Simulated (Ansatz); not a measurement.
**SnO2: pressure series**

Start from SnO$_{2}$ in the rutile structure (space group P4_2/mnm, No. 136; a = 4.760 Å, c = 3.201 Å).

Cell and atoms are relaxed at each pressure.

Levels (all Ansatz, a first-principles code, PAW): r2SCAN (500 eV, without spin-orbit coupling); HSE06 (420 eV, without spin-orbit coupling).

| pressure (GPa) | band gap, r2SCAN (eV) | band gap, HSE06 (eV) |
|---|---|---|
| -2 | 1.66 | 2.73 |
| -1 | 1.71 | 2.78 |
| 0 | 1.77 | 2.84 |
| 1.8 | 1.86 | 2.94 |
| 4.2 | 1.99 | 3.07 |
| 9 | ? | ? |
| 18 | 2.63 | 3.74 |

Fit E_g = E₀ + αP + βP² to the rows shown and predict the withheld row.

Least squares on the printed values gives 

- r2SCAN: E₀ = 1.77 eV, α = 53.9 meV/GPa, β = -0.33 meV/GPa² (largest residual 0.00 eV); this predicts 2.23 eV, and the run gives 2.22 eV, in agreement
- HSE06: E₀ = 2.84 eV, α = 55.9 meV/GPa, β = -0.33 meV/GPa² (largest residual 0.00 eV); this predicts 3.32 eV, and the run gives 3.31 eV, in agreement.

Single points use the geometry relaxed with r2SCAN. Load acts through the strain it causes; cell and atoms are relaxed under it. Stability against distortions was not tested. No other phases were tried under pressure.
